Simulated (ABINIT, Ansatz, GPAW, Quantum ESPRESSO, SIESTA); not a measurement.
## Code comparison for the (001) slab of Ta2N (cut from a parent of space group no. 164; 9 atoms in the cell)

Self-consistent single point.

```xyz
9
Lattice="3.1079 0.0000 0.0000 -1.5539 2.6915 0.0000 0.0000 0.0000 22.2205" Properties=species:S:1:pos:R:3 pbc="T T T"
Ta     1.5539     0.8972     5.0000
Ta     0.0000     1.7943     7.4808
Ta     1.5539     0.8972     9.8698
Ta     0.0000     1.7943    12.3506
Ta     1.5539     0.8972    14.7397
Ta     0.0000     1.7943    17.2205
N      0.0000     0.0000     6.2404
N      0.0000     0.0000    11.1102
N      0.0000     0.0000    15.9801
```

All programs got the same cell, k-point mesh and kind of occupations (in Ansatz's words: kpoints.mp_grid.grid = 8 8 1; scf.occupations.method = gaussian; scf.occupations.width = 0.1 eV); potentials, basis and cutoffs are each program's usual ones.

```tsv
code	model	largest force (eV/Å)	k-points	cutoff
Quantum ESPRESSO	PBE, PseudoDojo standard norm-conserving (PBE) pseudopotentials	0.574	10	85 Ry
GPAW	PBE, GPAW PAW datasets PBE (gpaw-data 1.0.1)	0.549	10	950 eV
Ansatz	PBE, PAW files	0.600	10	420 eV
ABINIT	PBE, PAW (JTH v2.0 PBE PAW)	0.599	10	26 Ha
SIESTA	GGA PBE, numerical atomic orbitals DZP, PseudoDojo PBE standard norm-conserving potentials (rewritten from UPF to PSML)	0.548	37	grid 400 Ry
```

Size of the force on each atom (eV/Å): Sizes of forces hide their directions.

```json
[
 {"code": "Quantum ESPRESSO", "Ta1": "0.574", "Ta2": "0.396", "Ta3": "0.111", "Ta4": "0.111", "Ta5": "0.396", "Ta6": "0.574", "N7": "0.095", "N8": "0.000", "N9": "0.095"},
 {"code": "GPAW", "Ta1": "0.549", "Ta2": "0.371", "Ta3": "0.131", "Ta4": "0.131", "Ta5": "0.371", "Ta6": "0.549", "N7": "0.111", "N8": "0.000", "N9": "0.111"},
 {"code": "Ansatz", "Ta1": "0.600", "Ta2": "0.420", "Ta3": "0.084", "Ta4": "0.084", "Ta5": "0.420", "Ta6": "0.600", "N7": "0.108", "N8": "0.000", "N9": "0.108"},
 {"code": "ABINIT", "Ta1": "0.599", "Ta2": "0.412", "Ta3": "0.089", "Ta4": "0.089", "Ta5": "0.412", "Ta6": "0.599", "N7": "0.113", "N8": "0.000", "N9": "0.113"},
 {"code": "SIESTA", "Ta1": "0.383", "Ta2": "0.147", "Ta3": "0.547", "Ta4": "0.548", "Ta5": "0.147", "Ta6": "0.383", "N7": "0.162", "N8": "0.000", "N9": "0.162"}
]
```

The spread over the programs that give each value: largest force within 0.052 eV/Å.

The starting cell comes from a database of computed structures (which also holds hypothetical and non-ambient phases and stackings), without a prior relaxation at this level. The slab is cut from that crystal, and its faces are unrelaxed. Its lattice was rescaled in the plane by a random factor within 2.5 % of one. On Ansatz's run: Spin-orbit coupling is off. Spin polarisation is off; with an odd number of electrons in the cell that forces a metal, and a magnetic state may lie lower.

Task: Why do the programs differ, and what cannot be compared?

Result: Differences of this kind can come from the potentials, where these differ, and from what each basis and cutoff leave unconverged. The zero of total energies and Fermi levels follows the potentials and each program's conventions, so they are not compared here. SIESTA uses small atom-centred bases, whose incompleteness enters pressures, forces and empty levels differently from a plane-wave cutoff. The programs reduce the same mesh by symmetry to different extents, which changes the work and not the result. In the force vectors, SIESTA (by 0.552) lies more than 0.08 eV/Å from the median of the plane-wave programs.

Ansatz is a program for electronic structure.

Keys are those of Ansatz 0.2.
